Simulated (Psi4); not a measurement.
Psi4 1.11, B3LYP/def2-svp: Te(Cl)2 (Cl[Te]Cl), 3 atoms. The geometry is a generated start, not checked to be a minimum at this level.

task: energy
method: b3lyp
basis: def2-svp
memory: 3 GB
maxiter: 100
keys of the molecule block: symmetry c1
scf_type: df (default)
diis_max_vecs: 10 (default)
e_convergence: 1e-06 (default)
d_convergence: 1e-06 (default)
dft_radial_points: 75 (default)
dft_spherical_points: 302 (default)
effective core potentials: those of the basis set, past Kr
basis functions: 62
grid points: 61580

```xyz
3

Te     0.0504    -0.0465     1.0339
Cl     1.1035     1.3401    -0.5132
Cl    -1.1539    -1.2936    -0.5207
```

With the defaults (diis = true, scf_initial_accelerator = adiis, damping_percentage = 0, soscf = false, soscf_start_convergence = 0.01, guess = auto, which took SAD, level_shift = 0, level_shift_cutoff = 0.01, diis_start = 1) it converges in 8 SCF iterations. One run each on 2 threads, with these changes:
- scf_initial_accelerator = ediis
- damping_percentage = 20
- guess = sadno
- soscf = true, soscf_start_convergence = 0.1
- diis = false, scf_initial_accelerator = none, damping_percentage = 60
- guess = huckel
- level_shift = 0.5, level_shift_cutoff = 0.001
- diis_start = 4
- guess = modhuckel

### Question
Which of these changes keep the SCF from converging, or lead it to another solution?

### Answer
No convergence: diis = false, scf_initial_accelerator = none, damping_percentage = 60 (the run ends without SCF convergence in 100 iterations). The rest reach the solution of the defaults.

```tsv
setting	SCF iterations	JK calls	end
soscf = true, soscf_start_convergence = 0.1	6	22	same solution
the defaults	8	9	same solution
level_shift = 0.5, level_shift_cutoff = 0.001	8	9	same solution
guess = huckel	8	20	same solution
scf_initial_accelerator = ediis	8	9	same solution
guess = sadno	9	9	same solution
guess = modhuckel	10	22	same solution
diis_start = 4	11	12	same solution
damping_percentage = 20	17	18	same solution
diis = false, scf_initial_accelerator = none, damping_percentage = 60	100	101	no convergence
```

An SOSCF iteration holds several JK calls; a Hückel guess adds calls on atoms.
